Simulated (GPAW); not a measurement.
Band structure of SrCl2 (Fm-3m, 3 atoms in the cell).

```
CELL_PARAMETERS angstrom
      0.00000     3.49974     3.49974
      3.49974     0.00000     3.49974
      3.49974     3.49974     0.00000
ATOMIC_POSITIONS crystal
  Sr 0.00000 0.00000 0.00000
  Cl 0.75000 0.75000 0.75000
  Cl 0.25000 0.25000 0.25000
```

Method: LDA (Perdew-Wang 92), GPAW PAW datasets LDA (gpaw-data 1.0.1) (plane waves; GPAW 25.7.0).

Settings: mode = pw; ecut = 550 eV; xc = LDA; kpts = 8 8 8; mesh shift (steps) = 0 0 0; occupations.name = fermi-dirac; occupations.width = 0.01 eV; nbands = -6; convergence.bands = -4; symmetry.symmorphic = false; symmetry.tolerance = 0.0005; maxiter = 120; bandpath_npoints = 40.

The starting cell comes from a database of computed structures (which also holds hypothetical and non-ambient phases and stackings), without a prior relaxation at this level.

Task: Predict the gap along the standard path and the places of the band edges.

Result: The gap along the path is 4.85 eV, from X to Γ; the smallest direct gap on it is 5.17 eV.

Levels in eV from the top of the valence band on the SCF mesh, bands 9 to 16:
```tsv
point	9	10	11	12	13	14	15	16
Γ	-2.14	-0.34	-0.34	-0.34	4.85	5.85	5.85	8.61
X	-1.90	-0.40	-0.40	0.00	5.17	6.81	7.38	7.84
W	-1.23	-1.23	-0.31	-0.10	5.92	6.73	6.98	6.98
K	-1.75	-0.72	-0.54	-0.11	5.64	6.89	7.08	7.36
L	-1.54	-1.35	-1.06	-1.06	6.47	6.47	7.30	7.41
U	-1.75	-0.72	-0.54	-0.11	5.64	6.89	7.08	7.36
```
